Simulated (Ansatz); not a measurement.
**BN, response to strain**

Start from BN in the wurtzite structure (space group P6_3mc, No. 186).

```xyz
4
Lattice="2.5410 0.0000 0.0000 -1.2705 2.2006 0.0000 0.0000 0.0000 4.2033" Properties=species:S:1:pos:R:3 pbc="T T T"
B      0.0000     1.4670     0.0011
B      1.2705     0.7335     2.1028
N      0.0000     1.4670     1.5751
N      1.2705     0.7335     3.6768
```

Cartesian axes are those of the cell as printed.

Strains are applied to the cell and any free atomic positions relax; under biaxial strain the out-of-plane vector relaxes too.

Calculations: PBEsol, PAW, 420 eV (Ansatz, a program for electronic structure; no spin-orbit coupling).

```tsv
biaxial strain, plane normal [001], relaxed out of plane (%)	band gap (eV)
-3	4.61
-2.4	?
-1.8	4.77
-1.2	4.84
-0.6	4.91
0	4.96
```

**Question.** Fit E_g = E₀ + Dε (ε in %) to the rows shown and predict the withheld row.

**Answer.** Least squares on the printed values gives E₀ = 4.97 eV, D = 118 meV per % of strain (largest residual 0.01 eV); this predicts 4.69 eV, and the run gives 4.69 eV, in agreement.

Whether these cells are dynamically stable was not tested.
